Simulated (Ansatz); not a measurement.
SrGeO3 (C2/c), Ansatz (a quantum-chemistry and plane-wave program) with PBEsol, rigid bands: N_c = 7.46e18 cm⁻³ at 300 K and an electron conductivity mass of 0.455 mₑ along y (a = (6.26, -3.62, 0.00) Å; b = (6.26, 3.62, 0.00) Å; c = (-4.09, 0.00, 10.46) Å).

Q: For 1e16 electrons per cm³ at 300 K, place the Fermi level, estimate the Seebeck coefficient of a parabolic band with constant τ, and give mobility and conductivity for τ = 10 fs.

A: The level lies k_BT ln(N_c/n) = 0.171 eV below the conduction-band minimum. S ≈ −(k_B/e)[ln(N_c/n) + 5/2] = -785 μV/K, against -784 μV/K from the full bands (mean over directions). μ = eτ/m = 38.7 cm²/(V·s) and σ = neμ = 0.0619 S/cm. τ is assumed, not computed.

Band transport and this doping are assumed; polarons and phonon drag are left out. Spin-orbit coupling is left out.

Formula and space group known from diffraction (Crystallography Open Database), not checked to be the room-temperature form: SrGeO3 (C2/c).
